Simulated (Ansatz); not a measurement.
**Quick settings and what they miss: LiFeAs (P4/nmm, 6 atoms in the cell)**

Self-consistent single point.

```
LiFeAs
1.0
    3.68441     0.00000     0.00000
    0.00000     3.68441     0.00000
    0.00000     0.00000     6.59771
Li Fe As
2 2 2
Cartesian
  1.84221   0.00000   5.56497
  0.00000   1.84221   1.03274
  0.00000   0.00000   3.29885
  1.84221   1.84221   3.29885
  1.84221   0.00000   1.64388
  0.00000   1.84221   4.95382
```
Moments meant for the start (each program seeds them in its own way; μB, in the order of the atoms Li Li Fe Fe As As): 0.0 0.0 4.0 4.0 0.0 0.0.

Method: PBEsol, default PAW files made with PBE (plane waves; Ansatz, an electronic-structure program).

Base settings: basis.ecutwfc = 420 eV; kpoints.mp_grid.grid = 9 9 5; hamiltonian.xc = pbesol; hamiltonian.pseudopotentials = {kind: paw} (the program's default PAW files); magnetization.spin_polarized = true; scf.occupations.method = cold; scf.occupations.width = 0.2 eV.

Tight run (finer mesh or higher cutoff; not a proven limit): basis.ecutwfc: 420 eV → 590 eV; kpoints.mp_grid.grid: 9 9 5 → 13 13 7; scf.convergence.dr2_threshold: default (1e-07 eV) → 1e-09 eV. It gave Fermi level (on the code's own zero) 10.48 eV; pressure -6.22 GPa; largest force (vector length) 0.829 eV/Å; size of the cell's spin moment 4.12 μB.

Quick runs, as changes from the base:
- A: the base itself
- B: basis.ecutwfc: 420 eV → 250 eV; kpoints.mp_grid.grid: 9 9 5 → 1 1 1; hamiltonian.xc: pbesol → lda [LDA (PW92)]
- C: basis.ecutwfc: 420 eV → 335 eV; kpoints.mp_grid.grid: 9 9 5 → 6 6 6; kpoints.mp_grid.shift: default → 0.5 0.5 0.5; scf.convergence.dr2_threshold: default (1e-07 eV) → 0.001 eV
- D: basis.ecutwfc: 420 eV → 295 eV; kpoints.mp_grid.grid: 9 9 5 → 8 8 8; kpoints.mp_grid.shift: default → 0.5 0.5 0.5

Energies are extrapolated to zero smearing width, which holds to low order in the width alone.

Dashes: energy of B, another energy zero.

† marks runs with another functional, U, potentials or spin treatment: their distance from the tight run is not a convergence error alone.

The count of work is k-points × plane waves × bands × iterations; it is no time. 

Pressures in the table are Ansatz's without its Pulay estimate, at a fixed set of plane waves; the tight run's value above holds the estimate.

The starting cell comes from a database of computed structures (which also holds hypothetical and non-ambient phases and stackings), without a prior relaxation at this level. Its lattice was rescaled by a random factor within 2.5 % of one. The magnetic order is the one reached from the typed start; others were not searched systematically. In the base run, with a pressure of about -6 GPa the cell is away from its equilibrium volume at this level.

```tsv
run	energy less tight (meV/atom)	pressure less tight (GPa)	largest miss in a force vector (eV/Å)	count of work / tight
A	1.5	0.06	0.027	0.22
B†	–	-71.77	0.384	0.0018
C	29.9	-3.13	0.114	0.044
D	196.5	-16.77	0.158	0.11
```

Among the runs at the tight run's level, the energy misses run from 1.5 to 196.5 meV/atom.

Left out of this page: 2 runs of the series outside the window shown, repeating another row's setting, or not comparable.

Keys are those of Ansatz 0.2.
